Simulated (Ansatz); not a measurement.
**Pressure series in NaI**

Base system: NaI in the rock salt structure (space group Fm-3m, No. 225; a = 6.460 Å).

Cell and atoms are relaxed at each pressure.

Level of theory: Ansatz (an electronic-structure program) r2SCAN, spin-orbit coupling left out.

Before the change:

```
Property    Value
--------  -------
Band gap  4.45 eV
```

Question: The aim is a band gap between 4.94 eV and 5.28 eV. Which of these changes reaches it?
(A) pressure 50 GPa
(B) pressure 75 GPa
(C) pressure 15 GPa
(D) pressure −1 GPa

Answer: C, pressure 15 GPa. It gives 5.06 eV; pressure −1 GPa gives 4.25 eV; pressure 50 GPa gives 3.68 eV; pressure 75 GPa gives 2.94 eV. Changes not listed may reach it too

Spin-orbit coupling, missing from the scalar runs, can matter with I. Load acts through the strain it causes; cell and atoms are relaxed under it. Whether these cells are dynamically stable was not tested. Competing high-pressure phases were not computed.
